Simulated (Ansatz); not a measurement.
Sr3BiN in the anti-perovskite structure (space group Pm-3m, No. 221; a cell from a computed database, its experimental status unchecked)

```cif
data_BiNSr3
_chemical_formula_sum 'Sr3 Bi1 N1'
_space_group_name_H-M_alt 'Pm-3m'
_space_group_IT_number 221
_space_group_name_Hall '-P 4 2 3'
_cell_length_a 5.17101
_cell_length_b 5.17101
_cell_length_c 5.17101
_cell_angle_alpha 90.000
_cell_angle_beta 90.000
_cell_angle_gamma 90.000
loop_
_atom_site_label
_atom_site_type_symbol
_atom_site_symmetry_multiplicity
_atom_site_Wyckoff_symbol
_atom_site_fract_x
_atom_site_fract_y
_atom_site_fract_z
_atom_site_occupancy
Sr1 Sr 3 c 0.00000 0.50000 0.50000 1
Bi1 Bi 1 a 0.00000 0.00000 0.00000 1
N1 N 1 b 0.50000 0.50000 0.50000 1
```

Calculations: PBEsol/PAW in Ansatz (a quantum-chemistry and plane-wave program), no SOC. Γ-centred 7×7×7 mesh, Fermi–Dirac width 0.05 eV.

| Property | Result |
|---|---|
| Volume per atom | 27.65 Å³ |
| Density | 5.83 g/cm³ |
| Band gap | 0.20 eV, direct at Γ |
| Electron mass (degenerate bands, along [100]) | 0.074, 0.68 mₑ |
| Hole mass (degenerate bands, along [100]) | 0.047, 0.36, 0.36 mₑ |
| Lowest conduction-band minima above the VBM | Γ 0.20 eV |
| Total energy | -4620.373 eV/atom (σ→0; compares only within this code and set-up) |

Spin-orbit coupling, missing from the scalar runs, can matter with Bi. Masses are band curvatures over ±0.01 Å⁻¹ around the edge. Whether these cells are dynamically stable was not tested. A zero or small gap of Sr3BiN can be the functional's error rather than a property of the material.
